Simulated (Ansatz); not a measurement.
# H2O on the 1x1 (110) surface of 3C silicon carbide (cut with top plane C + Si), one in a 2x2 cell, started at the site 'hollow Si'

Host crystal: 3C silicon carbide, with a band gap (PBE, scalar-relativistic without spin-orbit coupling).

Method: PBE (plane waves to 420 eV, PAW; Ansatz, an electronic-structure program).

Model: 51-atom slab, 7.7 Å thick at the start under the adsorbate (thin: gaps and levels are the slab's own), 3x3x1 mesh, Fermi-Dirac 0.01 eV, dipole correction, 24 atoms held, the rest relaxed; no symmetry held; no spin, no spin-orbit, no U, no dispersion correction. At the end it is bonded to C + Si. In PBE it is, or lies within 0.03 eV of, the lowest of the starts that converged.

The energy of the end state, in which the adsorbate came apart, against H2O(g) is -271 kJ/mol and the change of the step from the bottom to the top vacuum level, against the clean slab is -0.71 eV. The energy released by relaxation is 4.18 eV and the height of the binding atom over the mean of the host atoms within 0.3 Å of the top one is 1.479 Å. The largest move of a host atom comes out as 0.30 Å, the note is in the relaxation the adsorbate left its starting site by 2.0 Å and the cost is very roughly 25 core-minutes.

A negative adsorption energy means that the adsorbate is more stable on the surface than in its reference.
